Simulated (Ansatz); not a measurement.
We consider L1₂ (Cu3Au-type) Ni3Si, described by LDA (Ansatz, an electronic-structure program, plane waves, PAW).

Numerical settings: plane-wave cutoff 500 eV, 12×12×12 k mesh, Fermi–Dirac smearing 0.05 eV, no spin polarisation, scalar-relativistic PAW data made under PBE.

Computed at the level's own relaxed cell.

Task: Predict the equilibrium volume per atom and lattice constant a.

Result: 
* **equilibrium volume per atom**: 10.07 Å³/atom
* **lattice constant a**: 3.428 Å

Measured, for comparison: equilibrium volume per atom 10.81 Å³/atom, lattice constant a 3.510 Å (temperature not stated, not corrected to a static lattice; as tabulated in Metallic Nickel Silicides: Experiments and Theory for NiSi and First Principles …). Computed (rounded) less measured: equilibrium volume per atom -6.8 %, lattice constant a -2.3 %.

The computed numbers hold no vibrational or temperature effects.

Cost on a shared machine: roughly 17 core-seconds.
